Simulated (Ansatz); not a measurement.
A self-consistent single point of Yb (Fm-3m, 1 atom in the cell) with Ansatz (an electronic-structure program).

Level of theory: PBE (plane waves, PAW; Ansatz).

The change in words: lattice scaled by 0.98; basis.ecutrho_ratio: default → 4. Reference geometry:
```yaml
crystal:
  lattice:
    - [0.00000, 2.75370, 2.75370]
    - [2.75370, 0.00000, 2.75370]
    - [2.75370, 2.75370, 0.00000]
  atoms:
    - { symbol: Yb, position: [0.00000, 0.00000, 0.00000] }
```

Reference input (self-consistent single point, DFT, PBE, plane waves, default PAW files): basis.ecutwfc = 30.9 Ry; kpoints.mp_grid.grid = 10 10 10; hamiltonian.xc = pbe; hamiltonian.pseudopotentials = {kind: paw} (the program's default PAW files); scf.occupations.method = fermi_dirac; scf.occupations.width = 0.0073 Ry. This run's input differs from it in these lines:

Ansatz 0.2 input:
```diff
@@ -3,5 +3,5 @@
   lattice:
-    - [0.000000, 2.753700, 2.753700]
-    - [2.753700, 0.000000, 2.753700]
-    - [2.753700, 2.753700, 0.000000]
+    - [0.000000, 2.698626, 2.698626]
+    - [2.698626, 0.000000, 2.698626]
+    - [2.698626, 2.698626, 0.000000]
   atoms:
@@ -10,2 +10,3 @@
   ecutwfc: 30.9 Ry
+  ecutrho_ratio: 4
 kpoints:
```

Output, abridged:

```
SCF iter   1: F=—  HF=-13795.048976 eV  |F-HF|=—  |Δ(HF+E_count)|=         —  Δρ=8.64e-4  dr2=1.07e-4  ethr=1.77e-3  ⟨swp⟩=5.4  Hψ=3702  notcnv=0
all-band conjugate gradients solve this SCF's bands
preconditioner: auto → Kerker (q_TF=auto, 2.513 Å⁻¹)
SCF iter   2: F=—  HF=-13795.041311 eV  |F-HF|=—  |Δ(HF+E_count)|=   7.66e-3  Δρ=4.96e-4  dr2=5.75e-5  ethr=4.46e-7  ⟨swp⟩=4.0  Hψ=2420  notcnv=0
SCF iter   3: F=—  HF=-13795.040258 eV  |F-HF|=—  |Δ(HF+E_count)|=   1.05e-3  Δρ=3.52e-4  dr2=3.07e-5  ethr=2.40e-7  ⟨swp⟩=2.2  Hψ=1115  notcnv=0
SCF iter   4: F=—  HF=-13795.039765 eV  |F-HF|=—  |Δ(HF+E_count)|=   4.93e-4  Δρ=1.37e-4  dr2=8.11e-6  ethr=1.28e-7  ⟨swp⟩=2.0  Hψ=1355  notcnv=0
SCF iter   5: F=—  HF=-13795.039767 eV  |F-HF|=—  |Δ(HF+E_count)|=   1.96e-6  Δρ=3.53e-5  dr2=7.27e-7  ethr=3.38e-8  ⟨swp⟩=2.0  Hψ=1235  notcnv=0
SCF iter   6: F=—  HF=-13795.039767 eV  |F-HF|=—  |Δ(HF+E_count)|=   2.05e-7  Δρ=1.71e-5  dr2=1.63e-7  ethr=3.03e-9  ⟨swp⟩=2.0  Hψ=1292  notcnv=0
SCF iter   7: F=-13795.039767 eV  HF=-13795.039767 eV  |F-HF|=6.29e-8  |Δ(HF+E_count)|=   3.72e-8  Δρ=2.22e-6  dr2=2.06e-9  ethr=4.17e-10  ⟨swp⟩=6.7  Hψ=3995  notcnv=0
SCF 1 converged in 7 iterations: F = -13795.039767 eV  dr2 = 2.06e-9
Free energy (F): -13795.039767 eV
Internal energy: -13794.950448 eV  (E = F + TS)
E sigma→0 (E₀):  -13794.995107 eV
Entropy (-TS):   -0.089319 eV (-89.319 meV/atom)
Fermi energy:    9.620487 eV
--- Forces (eV/Å), atoms counted from 1 ---
  atom   1  Yb     0.00000000    -0.00000000     0.00000000
--- Stress (GPa, compression-positive) ---
       -1.461494      -0.000000      -0.000000
       -0.000000      -1.461494      -0.000000
       -0.000000      -0.000000      -1.461494
  P = ⅓ Tr σ = -1.4615 GPa (-14.615 kbar)
  The stress holds the Pulay correction. Without it, at fixed plane waves, as pw.x and ABINIT print it: P = -1.5059 GPa
```

The run converged in 7 iterations. Against the reference run the free energy falls by 28.0 meV/atom and the pressure goes from -2.16 to -1.46 GPa.

The starting cell has typed, rounded lattice constants, without a prior relaxation at this level. Its lattice was rescaled by up to half a per cent. For this run, on top of that: lattice scaled by 0.98. Spin polarisation is off. Ansatz's pressure includes its estimate of the finite-basis (Pulay) stress.
